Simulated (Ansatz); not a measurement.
The starting structures come from a database of crystals and need not be the phases stable at ambient conditions.

Data:

```
LaF3
1.0
    7.16720     0.00000     0.00000
    0.00000     7.33176     0.00000
    3.58360     0.00000     6.20698
La F
6 18
Direct
  0.65820   0.25000   0.34180
  0.34180   0.75000   0.65820
  0.00000   0.25000   0.65820
  0.00000   0.75000   0.34180
  0.34180   0.25000   0.00000
  0.65820   0.75000   0.00000
  0.00000   0.25000   0.00000
  0.00000   0.75000   0.00000
  0.33333   0.18227   0.33333
  0.66667   0.81773   0.66667
  0.66667   0.31773   0.66667
  0.33333   0.68227   0.33333
  0.05596   0.41860   0.31185
  0.94404   0.58140   0.68815
  0.63219   0.41860   0.05596
  0.36781   0.58140   0.94404
  0.31185   0.41860   0.63219
  0.68815   0.58140   0.36781
  0.68815   0.08140   0.94404
  0.31185   0.91860   0.05596
  0.94404   0.08140   0.36781
  0.05596   0.91860   0.63219
  0.36781   0.08140   0.68815
  0.63219   0.91860   0.31185
```

Space group of this cell: P-3c1. The cell is taken as given; by r2SCAN its mean pressure is 0.9 GPa.

Transport runs along the normal of the first two printed cell vectors, the (100) plane of the conventional cell.

The gap is the functional's own. No spin-orbit coupling. Mid-gap values are interpolated on the energy grid.

Question: Estimate the band gap and the smallest decay constant κ at mid-gap that r2SCAN (Ansatz, a program for electronic structure) returns for this system.

Answer: Gap 7.10 eV on a 6×4×6 mesh; κ = 0.571 1/Å, at the zone centre.
